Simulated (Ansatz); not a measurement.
## Mo: response to strain

The reference is Mo in the bcc (W type) structure (space group Im-3m, No. 229; relaxed with 0.1 eV smearing).

```
CELL_PARAMETERS angstrom
     -1.58059     1.58059     1.58059
      1.58059    -1.58059     1.58059
      1.58059     1.58059    -1.58059
ATOMIC_POSITIONS crystal
  Mo 0.00000 0.00000 0.00000
```

Strains are applied to the cell and any free atomic positions relax.

Level of theory: PBE (Ansatz, a quantum-chemistry and plane-wave program; PAW; 420 eV plane waves; spin-orbit coupling left out), earlier PAW set.

Notes on the quantities. energy relative to the base: free energy F.

| isotropic strain (%) | energy relative to the base (meV/atom) |
|---|---|
| -5.27 | 379.0 |
| -2.85 | 102.5 |
| -2.41 | ? |
| 0 | 0.0 |
| 1.28 | 18.1 |

Fit ΔE = Aε² + Bε³ (ε in %) to the rows shown and predict the withheld row.

Least squares on the printed values gives A = 11.4 and B = -0.42 meV/atom (largest residual 0.2 meV/atom); this predicts 72.3 meV/atom, and the run gives 72.3 meV/atom, in agreement.

No phonon test of stability was made. All final runs are without spin polarisation.
